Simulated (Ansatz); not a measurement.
The starting structures come from a database of crystals and need not be the phases stable at ambient conditions.

By PBEsol, the system below comes out a metal.

The ballistic (Sharvin) conductance counts the channels at the Fermi level: G/A = (e²/h) × channels of both spins per area.

Consider the following.

```
V2N
1.0
    4.52632     0.00000     0.00000
    0.00000     4.88722     0.00000
    0.00000    -2.44361     4.23246
V N
6 3
Direct
  0.24459   0.00000   0.66220
  0.75541   0.00000   0.33780
  0.24459   0.66220   0.00000
  0.75541   0.33780   0.00000
  0.24459   0.33780   0.33780
  0.75541   0.66220   0.66220
  0.00000   0.00000   0.00000
  0.50000   0.66667   0.33333
  0.50000   0.33333   0.66667
```

Space group of this cell: P-31m. The cell is taken as given; by PBEsol its mean pressure is -6.7 GPa.

The current flows along the normal of the first two printed cell vectors, the (100) plane of the conventional cell. No spin-orbit coupling; the value is a mean over 0.1 eV about the Fermi level.

Q: Compute, with PBEsol (Ansatz, a program for electronic structure), the ballistic conductance per area.

A: 0.55 × 10¹⁵ S/m² for both spins.
